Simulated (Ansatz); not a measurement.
**Ru (P6_3/mmc): band-structure transport figures**

Data:

```
Ru
1.0
    2.68806     0.00000     0.00000
   -1.34403     2.32793     0.00000
    0.00000     0.00000     4.25536
Ru
2
Direct
  0.33333   0.66667   0.25000
  0.66667   0.33333   0.75000
```

Computed with PBEsol, rigid bands (plane waves, PAW, scalar-relativistic; Ansatz, an electronic-structure program). Geometry: cell and atoms relaxed with PBEsol.

```yaml
density of states at the Fermi level: 1.56 states/(eV·cell), both spins
bare Sommerfeld coefficient: 1.84 mJ/(mol of atoms·K²)
drude_plasma_energy: 8.6 (x), 8.6 (y), 9.6 (z) eV
root-mean-square Fermi velocity: 7.2e5 m/s
resistivity times τ: 6.6 (x), 6.6 (y), 5.3 (z) ×10⁻²² Ω·m·s
```

A metal at this level (no band gap); rigid bands, thermally averaged at 300 K, both spins. Spin-orbit coupling is left out. τ is one relaxation time for all states.
